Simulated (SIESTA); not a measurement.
## Several settings converged on MgPd5 (R3, 6 atoms in the cell)

```
CELL_PARAMETERS angstrom
      2.41505     1.39433     4.57238
     -2.41505     1.39433     4.57238
      0.00000    -2.78865     4.57238
ATOMIC_POSITIONS crystal
  Mg 0.00364 0.00364 0.00364
  Pd 0.50000 0.83166 0.16834
  Pd 0.16834 0.50000 0.83166
  Pd 0.83166 0.16834 0.50000
  Pd 0.33173 0.33173 0.33173
  Pd 0.66827 0.66827 0.66827
```

Base method: GGA PBEsol, numerical atomic orbitals DZP, PseudoDojo PBEsol standard norm-conserving potentials (rewritten from UPF to PSML) run with SIESTA.

Base settings: XC.functional = GGA; XC.authors = PBEsol; potentials = PseudoDojo PBEsol standard; PAO.BasisSize = DZP; PAO.EnergyShift = 0.01 Ry; MeshCutoff = 300 Ry; kgrid.MonkhorstPack = 4 4 4; OccupationFunction = MP; OccupationMPOrder = 0; ElectronicTemperature = 100 meV.

**The k-point mesh**

The second cell is the first with its lattice scaled by 0.98.

Only quantities that move along the ladder and can be compared are tabulated.

```tsv
kgrid.MonkhorstPack	free energy less the last step's (meV/atom)	energy of the compressed cell less the first (meV/atom)	pressure (GPa)	largest difference of a force vector from the last step's (eV/Å)
2 2 2	18.99	-7.19	-6.02	0.152
4 4 4	3.14	-13.78	-7.13	0.058
5 5 5	1.12	-14.16	-7.19	0.030
7 7 7	2.18	-13.89	-7.15	0.007
9 9 9	0.14	-14.07	-7.19	0.002
13 13 13	0.00	-14.25	-7.22	0.000
```

Coarsest kgrid.MonkhorstPack that holds the pressure within 0.5 GPa of the last step, with all finer ones: 4 4 4; the step before is off by 1.2 GPa.

Coarsest kgrid.MonkhorstPack that holds the free energy within 5 meV/atom of the last step, with all finer ones: 4 4 4; the step before is off by 19 meV/atom.

Coarsest kgrid.MonkhorstPack that holds the energy of the compressed cell less the first within 2 meV/atom of the last step, with all finer ones: 4 4 4; the step before is off by 7.1 meV/atom.

The energy difference between the two cells stays within 1 meV/atom of the last step's from 4 4 4 on, the total only from 9 9 9 on: much of the error is common to both cells and cancels.

**The k-point mesh at a smearing width of 0.02 eV**

In this ladder: ElectronicTemperature = 20 meV.

Only quantities that move along the ladder and can be compared are tabulated.

```csv
kgrid.MonkhorstPack,free energy less the last step's (meV/atom),pressure (GPa),largest difference of a force vector from the last step's (eV/Å)
3 3 3,-14.88,-7.75,0.080
5 5 5,1.42,-7.18,0.051
8 8 8,-0.77,-7.26,0.008
11 11 11,0.09,-7.25,0.005
16 16 16,0.00,-7.25,0.000
```

Coarsest kgrid.MonkhorstPack that holds the forces within 0.02 eV/Å of the last step, with all finer ones: 8 8 8; the step before is off by 0.051 eV/Å.

Coarsest kgrid.MonkhorstPack that holds the free energy within 5 meV/atom of the last step, with all finer ones: 5 5 5; the step before is off by 15 meV/atom.

Coarsest kgrid.MonkhorstPack that holds the pressure within 0.2 GPa of the last step, with all finer ones: 5 5 5; the step before is off by 0.51 GPa.

**The k-point mesh at a smearing width of 0.3 eV**

In this ladder: ElectronicTemperature = 300 meV.

Only quantities that move along the ladder and can be compared are tabulated.

| kgrid.MonkhorstPack | free energy less the last step's (meV/atom) | pressure (GPa) | largest difference of a force vector from the last step's (eV/Å) |
|---|---|---|---|
| 3 3 3 | -21.03 | -7.37 | 0.048 |
| 5 5 5 | 2.18 | -7.02 | 0.006 |
| 8 8 8 | -0.01 | -7.01 | 0.001 |
| 11 11 11 | -0.05 | -7.01 | 0.000 |
| 16 16 16 | 0.00 | -7.01 | 0.000 |

Coarsest kgrid.MonkhorstPack that holds the free energy within 0.5 meV/atom of the last step, with all finer ones: 8 8 8; the step before is off by 2.2 meV/atom.

Coarsest kgrid.MonkhorstPack that holds the pressure within 0.1 GPa of the last step, with all finer ones: 5 5 5; the step before is off by 0.36 GPa.

Coarsest kgrid.MonkhorstPack that holds the forces within 0.02 eV/Å of the last step, with all finer ones: 5 5 5; the step before is off by 0.048 eV/Å.

On the base run: the starting cell comes from a database of computed structures (which also holds hypothetical and non-ambient phases and stackings), without a prior relaxation at this level. Its lattice was rescaled by up to half a per cent. One atom was moved a little off its site on purpose. Spin polarisation is off. Values carry the incompleteness of an atom-centred basis. In the base run, with a pressure of about -7 GPa the cell is away from its equilibrium volume at this level.
